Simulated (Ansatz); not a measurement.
ZnSe (F-43m) under hydrostatic pressure (compression positive): electron conductivity mass by r2SCAN with spin-orbit coupling, rigid bands (plane waves, PAW; Ansatz, a quantum-chemistry and plane-wave program). The unloaded cell, whose axes the loads refer to:

```cif
data_Se4Zn4
_chemical_formula_sum 'Zn4 Se4'
_space_group_name_H-M_alt 'F-43m'
_space_group_IT_number 216
_space_group_name_Hall 'F -4 2 3'
_cell_length_a 5.63340
_cell_length_b 5.63340
_cell_length_c 5.63340
_cell_angle_alpha 90.000
_cell_angle_beta 90.000
_cell_angle_gamma 90.000
loop_
_atom_site_label
_atom_site_type_symbol
_atom_site_symmetry_multiplicity
_atom_site_Wyckoff_symbol
_atom_site_fract_x
_atom_site_fract_y
_atom_site_fract_z
_atom_site_occupancy
Zn1 Zn 4 a 0.00000 0.00000 0.00000 1
Se1 Se 4 d 0.75000 0.75000 0.75000 1
```
(The calculation used a cell of 2 atoms; values per cell refer to that cell.)

```csv
hydrostatic pressure (compression positive) (GPa),volume per atom (Å³),electron conductivity mass (mₑ)
-2.4,23.27,0.129
-1.6,22.94,0.131
-0.8,22.63,0.134
0,22.35,0.135
0.8,22.08,?
1.6,21.83,0.139
3.2,21.38,0.142
4.8,20.97,0.145
```

Fit a straight line to ln(electron conductivity mass) against the load over the rows given, and predict the row at 0.8 GPa.

The means are x̄ = 0.686 GPa and ȳ = -1.9927; Σ(x − x̄)(y − ȳ) = 0.6679 and Σ(x − x̄)² = 41.51, so the slope is 1.61 % per GPa, and the rows given lie within 0.67 % of the line. At 0.8 GPa the line gives 0.137 mₑ; the calculation gives 0.137 mₑ, 0.31 % from it.

Masses are for dilute carriers at 300 K, harmonic means over directions unless an axis is named. Stresses and pressures are the targets of the relaxation. The structure type is held at every load. Geometry: cell and atoms relaxed with PBEsol.
